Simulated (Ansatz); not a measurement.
A computed series for hypothetical diamond Na: pressure series

Take Na in the diamond structure (space group Fd-3m, No. 227; a hypothetical phase, not in the database extracts checked) as the base.

```yaml
crystal:
  lattice:
    - [0.00000, 3.74459, 3.74459]
    - [3.74459, 0.00000, 3.74459]
    - [3.74459, 3.74459, 0.00000]
  atoms:
    - { symbol: Na, position: [0.25000, 0.25000, 0.25000] }
    - { symbol: Na, position: [0.00000, 0.00000, 0.00000] }
```

Cell and atoms are relaxed at each pressure.

Method: plane-wave PAW DFT at the PBEsol level (Ansatz, a first-principles code, 420 eV), without spin-orbit coupling.

Notes on the quantities. enthalpy: H = E + PV relative to the base's energy.

```json
[
 {"variant": "base", "enthalpy": "–", "shortest interatomic distance": "324.3 pm"},
 {"variant": "pressure 0.3 GPa", "enthalpy": "+0.09 eV/atom", "shortest interatomic distance": "315.3 pm"},
 {"variant": "pressure 0.7 GPa", "enthalpy": "+0.21 eV/atom", "shortest interatomic distance": "306.4 pm"},
 {"variant": "pressure 1.5 GPa", "enthalpy": "+0.42 eV/atom", "shortest interatomic distance": "294.1 pm"},
 {"variant": "pressure 3 GPa", "enthalpy": "+0.75 eV/atom", "shortest interatomic distance": "279.3 pm"},
 {"variant": "pressure 5 GPa", "enthalpy": "+1.14 eV/atom", "shortest interatomic distance": "266.9 pm"},
 {"variant": "pressure 7.5 GPa", "enthalpy": "+1.57 eV/atom", "shortest interatomic distance": "?"},
 {"variant": "pressure 10 GPa", "enthalpy": "+1.96 eV/atom", "shortest interatomic distance": "248.5 pm"}
]
```

What belongs in the blanks?


- pressure 7.5 GPa, shortest interatomic distance: 256.3 pm

Load acts through the strain it causes; cell and atoms are relaxed under it. No phonon test of stability was made. Competing high-pressure phases were not computed.
